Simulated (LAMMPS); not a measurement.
MD of Ta (bcc) at zero pressure, 2000 atoms, as a liquid; each row is its own run.

Model: classical MD, pair style eam/alloy, file CuTa.eam.alloy; code LAMMPS.

```
T (K)  D(Ta) (cm²/s)
-----  -------------
2300         9.58e-6
2960         2.50e-5
3290         3.14e-5
3620         4.29e-5
4110         6.03e-5
4280         6.69e-5
4610         8.20e-5
5260        0.000104
```

Task: Fit an Arrhenius law, ln y = a + b / x, to these rows (x is the first column, y the second) and predict the run at x = 2630.

Result: Least squares gives a = -7.3298 and b = -9767. The slope times kB gives an activation energy of 0.84 eV. At x = 2630 the fit predicts 1.60e-5 cm²/s. The run itself gave (1.77 ± 0.05) × 10^-5 cm²/s, so the fit is 9.6 % low.

Caution (rows 2300; 2630; 2960): this liquid lies under the melting point of about 3260 K that EAM-type CuTa.eam.alloy gives, so it is undercooled.

Caution (row 4110): enthalpy drifts during the constant-pressure average: a transition or slow ageing; fluctuation values are void.

Errors of D are the spread over four groups of atoms in one short run; a floor of about 5 %, a picked value, is safer.
